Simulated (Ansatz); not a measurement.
KI (rock salt, Fm-3m); conventional cell a = b = c = 7.0849 Å, α = β = γ = 90.00°.

Spin-orbit coupling is not included.

What linear thermal expansion coefficient does quasi-harmonic lattice dynamics on DFT at the r2SCAN level (Ansatz, an electronic-structure program) give at 350 K, and what isobaric heat capacity per mole of formula units and Grüneisen parameter?

α = 53.4 × 10⁻⁶ K⁻¹; C_P = 54.2 J/(mol K); γ = 1.70. No phase change or melting is allowed for: the numbers belong to this structure as given.

The PAW data sets were generated under PBE and serve the other functionals too.
